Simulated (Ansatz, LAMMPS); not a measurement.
Crystalline Ge, 1000 atoms, one frame of classical dynamics at 300 K, cell scaled from the potential's lattice parameter to the PBE one and held. Cell 28.80 × 28.80 × 28.80 Å, Ge1000, 1000 atoms. Prepared with Tersoff's 1989 multicomponent potential (SiCGe.tersoff) (LAMMPS): 30 ps at 300 K at fixed volume, last frame. 

Basis: localised support functions (accuracy medium) on a full density matrix. k-points: zone centre alone; occupations: Fermi-Dirac, 0.026 eV; spin polarisation not allowed. No spin-orbit coupling.

**Question.** Predict the energy, gap and bonding from PBE, support functions at accuracy medium on the grid of 370 eV (Ansatz, an electronic-structure program).

**Answer.** 
- energy of this one frame (with the electrons' smearing term) over the static perfect crystal, per atom = 25 meV/atom
- electronic character of the cell = no gap resolved at this smearing
- coordination (neighbours within 2.932 Å) = 100.0 % 4-fold
- Ge-Ge bonds, mean ± spread = 2.497 ± 0.053 Å
- bond angles, mean ± spread = 109.4° ± 2.6°
- pressure (static part) = 0.31 GPa
